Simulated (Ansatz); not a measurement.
Consider interstitial Ag in beta Si3N4, charge state +1. The step: a direct jump of one Ag atom; the atom moves 1.48 Å along (0.00, 0.00, -0.50) of the unit cell; the moving atom starts with neighbours N at 2.38, 2 N at 2.40, N at 2.82, 2 N at 2.83, 2 N at 2.85, N at 2.86; Si at 2.74, Si at 2.75, Si at 2.76, 2 Si at 3.09 Å and ends with N at 2.38, 2 N at 2.40, N at 2.82, 2 N at 2.83, 2 N at 2.85, N at 2.86; Si at 2.74, Si at 2.75, Si at 2.76, 2 Si at 3.09 Å. A PBE band in Ansatz (plane-wave PAW, the Γ point alone, 84 host sites, 17 SCF runs with any check of the saddle's order, static, no finite-size correction) gives a forward barrier of 0.078 eV. The saddle point's order was not checked, and it lies on a symmetry element of the cell, where a band can be held. The charge state is imposed; whether it is stable for some Fermi level was not computed. Sites that were not tried may lie lower.

Single points at the band's start and saddle point can refine it. Rough cost of one point, in units of the band's mean SCF on the same machine:

```csv
Level,Cost of one point
"PBE, a 2×2×2 k-point mesh shifted by half a step along c",about 6
"r2SCAN at 500 eV, the Γ point alone",about 4
```

Problem. Which of these move the barrier by more than 0.1 eV, and how far does each move it?

Solution. Not one does. PBE, a 2×2×2 k-point mesh shifted by half a step along c: 0.00 eV; r2SCAN at 500 eV, the Γ point alone: -0.01 eV. Each functional is compared with PBE at the same k-points.

Ansatz is a program for electronic structure.
